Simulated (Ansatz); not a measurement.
Be4H (model structure, P-3m1, No. 164, 5 atoms in the cell): properties by level of theory

```
level (code)           lattice constant a (Å)  c axis length (Å)  cohesive energy (eV/atom)
---------------------  ----------------------  -----------------  -------------------------
PBEsol (Ansatz)                         2.213              8.448                       3.41
PBE-D3(BJ) (Ansatz)                     2.184              8.377                       3.47
r²SCAN (Ansatz)                         2.225              8.450                       3.23
r²SCAN+rVV10 (Ansatz)                   2.224              8.448                       3.30
```

Caveats: a distance lies near a switch of the dispersion term, which can move the cell (PBE-D3(BJ)). Ansatz's density-functional and Hartree–Fock values are scalar-relativistic unless marked +SOC, with PAW data made under PBE.

Free atoms are spin-polarised, in the lowest state found; at levels without +SOC their spin–orbit coupling is left out.

Computed values are for the static lattice.

A model structure was made by putting elements into a prototype or built by hand; it is no filed structure, need not be a known phase, and can be a saddle point held by its symmetry.

Ansatz is a quantum-chemistry and plane-wave program.
